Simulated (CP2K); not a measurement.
A self-consistent single point of CdIn (P-6m2, 2 atoms in the cell) with CP2K.

Level of theory: PBEsol, GPW, DZVP-MOLOPT-SR-GTH basis, GTH-PBE potentials (GTH_POTENTIALS) in CP2K.

The change in words: lattice scaled by 0.98. Reference geometry:
```yaml
crystal:
  lattice:
    - [3.21861, 0.00000, 0.00000]
    - [-1.60931, 2.78740, 0.00000]
    - [0.00000, 0.00000, 5.91615]
  atoms:
    - { symbol: Cd, position: [0.00000, 0.00000, 0.50000] }
    - { symbol: In, position: [0.66667, 0.33333, 0.00000] }
```

Reference input (self-consistent single point, DFT PBEsol, GPW, DZVP-MOLOPT-SR-GTH basis, GTH-PBE potentials (GTH_POTENTIALS)): CUTOFF = 500 Ry; REL_CUTOFF = 60 Ry; SMEAR/METHOD = FERMI_DIRAC; ELECTRONIC_TEMPERATURE = 1160.45 K; KPOINTS/SCHEME = MONKHORST-PACK 8 8 4; GAMMA_CENTERED = T; XC_FUNCTIONAL = PBE:PBESOL; Cd/BASIS_SET = DZVP-MOLOPT-SR-GTH-q12; Cd/POTENTIAL = GTH-PBE-q12; In/BASIS_SET = DZVP-MOLOPT-SR-GTH-q13; In/POTENTIAL = GTH-PBE-q13; METHOD = GPW. This run's input differs from it in these lines:

```diff
@@ -67,4 +67,4 @@
     &CELL
-      ABC 3.21861300 3.21861221 5.91614600
-      ALPHA_BETA_GAMMA 90.00000000 90.00000000 119.99999784
+      ABC 3.15424100 3.15424003 5.79782300
+      ALPHA_BETA_GAMMA 90.00000000 90.00000000 119.99999972
       PERIODIC XYZ
```

Log, with long lists cut:

```
 SCF WAVEFUNCTION OPTIMIZATION

  Step     Update method      Time    Convergence         Total energy    Change
     1 NoMix/Diag. 0.30E+00      -     0.79986405      -102.3469690642 -1.02E+02
     2 Broy./Diag. 0.30E+00      -     0.04996476      -102.8586856573 -5.12E-01
     3 Broy./Diag. 0.30E+00      -     0.08127249      -102.4354760963  4.23E-01
     4 Broy./Diag. 0.30E+00      -     0.00954304      -102.1831059365  2.52E-01
     5 Broy./Diag. 0.30E+00      -     0.00518043      -102.1902487707 -7.14E-03
     6 Broy./Diag. 0.30E+00      -     0.00059257      -102.2054035087 -1.52E-02
   [... 3 lines left out ...]
    10 Broy./Diag. 0.30E+00      -     0.00001828      -102.2040408605 -2.01E-05
    11 Broy./Diag. 0.30E+00      -     0.00000245      -102.2040658425 -2.50E-05
    12 Broy./Diag. 0.30E+00      -     0.00000195      -102.2040679985 -2.16E-06
    13 Broy./Diag. 0.30E+00      -     0.00000005      -102.2040690791 -1.08E-06
  *** SCF run converged in    13 steps ***

  Overlap energy of the core charge distribution:               0.00000000000147
  Self energy of the core charge distribution:               -163.80852625579539
  Core Hamiltonian energy:                                     51.98013866062489
  Hartree energy:                                              23.47215879475737
  Exchange-correlation energy:                                -13.84672514564362
  Electronic entropic energy:                                  -0.00111513302334
  Fermi energy:                                                 0.24526399538735

  Total energy:                                              -102.20406907906560
  Total energy (extrapolated to T->0):                       -102.20351151255393

                     Mulliken Population Analysis

   [... lines left out ...]

 STRESS| Analytical stress tensor [bar]
 STRESS|                        x                   y                   z
 STRESS|      x       -1.60472769870E+04   3.08533154582E-01  -1.40828018121E-11
 STRESS|      y        3.08533154582E-01  -1.60469286640E+04  -1.00359977923E-09
 STRESS|      z       -1.40828018121E-11  -1.00359977923E-09  -9.67399258908E+03
 STRESS| 1/3 Trace                                            -1.39227327467E+04
```

The run converged in 13 iterations. Against the reference run the free energy falls by 23.7 meV/atom and the pressure goes from -3.33 to -1.39 GPa.

The starting cell comes from a database of computed structures (which also holds hypothetical and non-ambient phases and stackings), without a prior relaxation at this level. Its lattice was rescaled by a random factor within 2.5 % of one. For this run, on top of that: lattice scaled by 0.98. Values carry the incompleteness of an atom-centred basis. The potentials were made for another functional than the one used.

Cost on one core of a shared machine: roughly 80 s.
